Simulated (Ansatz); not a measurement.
The starting structures come from a database of crystals and need not be the phases stable at ambient conditions.

 Where the default PAW files enter, the runs use the earlier of Ansatz's two default sets.

Here is the system:

```
LaScO3
1.0
    5.68506     0.00000     0.00000
    0.00000     5.80353     0.00000
    0.00000     0.00000     8.10226
La Sc O
4 4 12
Direct
  0.98854   0.04462   0.25000
  0.01146   0.95538   0.75000
  0.48854   0.45538   0.75000
  0.51146   0.54462   0.25000
  0.00000   0.50000   0.00000
  0.50000   0.00000   0.00000
  0.50000   0.00000   0.50000
  0.00000   0.50000   0.50000
  0.10052   0.46623   0.25000
  0.89948   0.53377   0.75000
  0.60052   0.03377   0.75000
  0.39948   0.96623   0.25000
  0.29638   0.70372   0.94648
  0.70362   0.29628   0.05352
  0.79638   0.79628   0.05352
  0.20362   0.20372   0.94648
  0.20362   0.20372   0.55352
  0.79638   0.79628   0.44648
  0.70362   0.29628   0.44648
  0.29638   0.70372   0.55352
```

Space group of this cell: Pnma. The cell is taken as given; by PBEsol its mean pressure is -3.7 GPa.

Computed with PBEsol (plane waves, PAW; Ansatz, a program for electronic structure).

The current runs along the normal of the first two printed vectors; no spin-orbit coupling. Scaled by the factor s: all lengths (ions clamped). Meshes 6×6×4 and 6×6 across the current in all rows.

```json
[
 {"s": "0.98", "mean pressure (GPa)": "7.1", "slowest mid-gap decay constant κ (1/Å)": "0.359"},
 {"s": "1.00", "mean pressure (GPa)": "-3.7", "slowest mid-gap decay constant κ (1/Å)": "0.348"},
 {"s": "1.02", "mean pressure (GPa)": "-11.8", "slowest mid-gap decay constant κ (1/Å)": "?"}
]
```

Take the slope of the slowest mid-gap decay constant κ against ln s from the two given rows, extrapolate to s = 1.02, and say what the run there gives.

Slope = (0.359 − 0.348) / ln 0.98 = -0.544 1/Å. The line gives 0.348 + (-0.544) × ln 1.02 = 0.337 1/Å. The run gives 0.337 1/Å, as the line does.
